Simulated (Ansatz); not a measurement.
# SnSe2, response to strain

Base system: SnSe2 in the CdI2 type structure (space group P-3m1, No. 164; layered, stacked along the Cartesian z axis).

```
SnSe2
1.0
    3.79364     0.00000     0.00000
   -1.89682     3.28539     0.00000
    0.00000     0.00000     5.74382
Sn Se
1 2
Cartesian
  0.00000   0.00000   0.00000
  0.00000   2.19026   1.58542
  1.89682   1.09513   4.15839
```

Cartesian axes are those of the cell as printed.

Strains are applied to the cell and any free atomic positions relax; under biaxial strain the out-of-plane vector relaxes too.

Method: PBEsol-D3(BJ) (Ansatz, a quantum-chemistry and plane-wave program, PAW, spin-orbit coupling left out).

Notes on the quantities. pressure: mean of the normal stresses, compression positive.

| variant | pressure | volume per atom | band gap |
|---|---|---|---|
| base | 0.0 GPa | 23.86 Å³ | zero |
| biaxial strain −2.50 %, plane normal [001], relaxed out of plane | 2.1 GPa | 23.36 Å³ | 0.23 eV |
| biaxial strain −2.00 %, plane normal [001], relaxed out of plane | 1.6 GPa | ___ | 0.20 eV |
| biaxial strain −1.50 %, plane normal [001], relaxed out of plane | 1.2 GPa | 23.59 Å³ | ___ |
| biaxial strain −1.00 %, plane normal [001], relaxed out of plane | 0.8 GPa | 23.69 Å³ | 0.11 eV |
| biaxial strain −0.50 %, plane normal [001], relaxed out of plane | ___ | 23.79 Å³ | 0.07 eV |
| biaxial strain +0.50 %, plane normal [001], relaxed out of plane | -0.3 GPa | ___ | zero |
| biaxial strain +1.00 %, plane normal [001], relaxed out of plane | -0.7 GPa | 23.99 Å³ | zero |
| biaxial strain +1.50 %, plane normal [001], relaxed out of plane | -1.0 GPa | 24.04 Å³ | zero |
| biaxial strain +3.00 %, plane normal [001], relaxed out of plane | -1.5 GPa | 23.99 Å³ | zero |

Q: Fill in the withheld entries from the trend.

A: 
- biaxial strain −2.00 %, plane normal [001], relaxed out of plane, volume per atom: 23.47 Å³
- biaxial strain −1.50 %, plane normal [001], relaxed out of plane, band gap: 0.16 eV
- biaxial strain −0.50 %, plane normal [001], relaxed out of plane, pressure: 0.4 GPa
- biaxial strain +0.50 %, plane normal [001], relaxed out of plane, volume per atom: 23.92 Å³

The mesh was chosen for an insulator and is coarse for the gapless case. No phonon test of stability was made. The final runs are not spin-polarised. Gaps under 0.05 eV, about the width of the smearing, are given as zero. The zero or small gap of SnSe2 can change with the level of theory.
